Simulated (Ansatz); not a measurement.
Pressure series in GaP

Consider GaP in the zinc blende structure (space group F-43m, No. 216).

```xyz
2
Lattice="0.0000 2.7259 2.7259 2.7259 0.0000 2.7259 2.7259 2.7259 0.0000" Properties=species:S:1:pos:R:3 pbc="T T T"
P      4.0888     4.0888     4.0888
Ga     0.0000     0.0000     0.0000
```

Cell and atoms are relaxed at each pressure.

Calculations: r2SCAN, PAW, 500 eV (Ansatz, a quantum-chemistry and plane-wave program; spin-orbit coupling left out), earlier PAW set.

Candidates:
(a) pressure 50 GPa
(b) pressure −1 GPa
(c) pressure 7 GPa

For the base:

- Band gap = 1.85 eV

**Question.** Order them by band gap, highest first.

**Answer.** (b) pressure −1 GPa (1.87 eV), (c) pressure 7 GPa (1.72 eV), (a) pressure 50 GPa (1.10 eV)

Load acts through the strain it causes; cell and atoms are relaxed under it. No phonon test of stability was made. Measured, GaP leaves this structure (for a Cmcm phase) near 26 GPa (temperature not stated; as listed in Datta, Sujoy, Jana, Debnarayan, arXiv (2020)).
